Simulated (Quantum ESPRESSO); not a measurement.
**A short convergence ladder for LuTl3 (Pm-3m, 4 atoms in the cell)**

```
LuTl3
1.0
    4.70204     0.00000     0.00000
    0.00000     4.70204     0.00000
    0.00000     0.00000     4.70204
Lu Tl
1 3
Direct
  0.00000   0.00000   0.00000
  0.00000   0.50000   0.50000
  0.50000   0.00000   0.50000
  0.50000   0.50000   0.00000
```

Base method: LDA (PZ), PSlibrary ultrasoft (LDA) pseudopotentials (plane waves; Quantum ESPRESSO).

Base settings: ecutwfc = 50 Ry; ecutrho = 400 Ry; occupations = smearing; smearing = fd; degauss = 0.0073499 Ry; potentials = {Lu: Lu.pz-spdn-rrkjus_psl.1.0.0.UPF, Tl: Tl.pz-dn-rrkjus_psl.1.0.0.UPF}; K_POINTS = automatic 3 3 3 0 0 0; conv_thr = 1e-10 Ry; mixing_beta = 0.4.

**Zone-centre phonons against the cutoff**

In this ladder: ph.x.tr2_ph = 1e-14; ph.x.fildyn = dyn.G; dynmat.x.fildyn = dyn.G; dynmat.x.asr = crystal. Moved along: ecutrho.

The mesh stays at the base's, so the ladder's end is converged at best in this setting alone.

Frequencies are those of the unrelaxed cell, without the LO-TO term of polar crystals.

Only quantities that move along the ladder and can be compared are tabulated.

```csv
ecutwfc,highest zone-centre frequency (cm⁻¹),lowest optical frequency (cm⁻¹)
25 Ry,88.3,44.3
30 Ry,81.9,21.8
35 Ry,94.4,52.5
42 Ry,93.5,52.2
50 Ry,93.4,52.0
```

Coarsest ecutwfc that holds the highest zone-centre frequency within 2 cm⁻¹ of the last step, with all finer ones: 35 Ry; the step before is off by 12 cm⁻¹.

Coarsest ecutwfc that holds the lowest optical frequency within 5 cm⁻¹ of the last step, with all finer ones: 35 Ry; the step before is off by 30 cm⁻¹.

On the base run: the starting cell comes from a database of computed structures (which also holds hypothetical and non-ambient phases and stackings), without a prior relaxation at this level. Its lattice was rescaled by up to half a per cent. In the base run, with a pressure of about -4 GPa the cell is away from its equilibrium volume at this level. Without a gap this mesh is coarse (it stands for a supercell whose shortest vector is 14 Å).
